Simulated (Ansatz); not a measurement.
Consider TiO$_{2}$ in the rutile structure (space group P4_2/mnm, No. 136; a = 4.5481 Å, c = 2.9171 Å). Axes: x, y, z lie along a, b, c of the conventional cell.

Method: Kohn–Sham DFT with the LDA functional, run in Ansatz (a first-principles code) with PAW and 420 eV plane waves, no SOC.

Strains are applied to the cell and any free atomic positions relax.

One change was made to it. Results:

The valence-band top at Γ (three highest levels, from the VBM) is still 0.00, -0.47, -0.47 eV; the energy grows by 0.6 meV/atom; the band gap drops by 0.013 eV to 1.84 eV; the gap character stays direct at Γ; the electron mass goes from 0.52 mₑ along c, 1.1 mₑ across (at Γ) to 0.52 mₑ along z, 1.1 mₑ across (at Γ).

Problem. Which change produced these results?
A. uniaxial strain ε_zz = +1.20 %
B. uniaxial strain ε_zz = +2.40 %
C. uniaxial strain ε_zz = +1.80 %
D. uniaxial strain ε_zz = +0.60 %
E. uniaxial strain ε_zz = +3.00 %

Solution. D, uniaxial strain ε_zz = +0.60 %. For comparison, the valence-band top at Γ in the other runs: uniaxial strain ε_zz = +1.20 % gives 0.00, -0.46, -0.46 eV; uniaxial strain ε_zz = +2.40 % gives 0.00, -0.45, -0.45 eV; uniaxial strain ε_zz = +1.80 % gives 0.00, -0.46, -0.46 eV; uniaxial strain ε_zz = +3.00 % gives 0.00, -0.45, -0.45 eV.

Effective masses come from finite differences of ±0.01 Å⁻¹. Whether these cells are dynamically stable was not tested. The final runs are not spin-polarised.
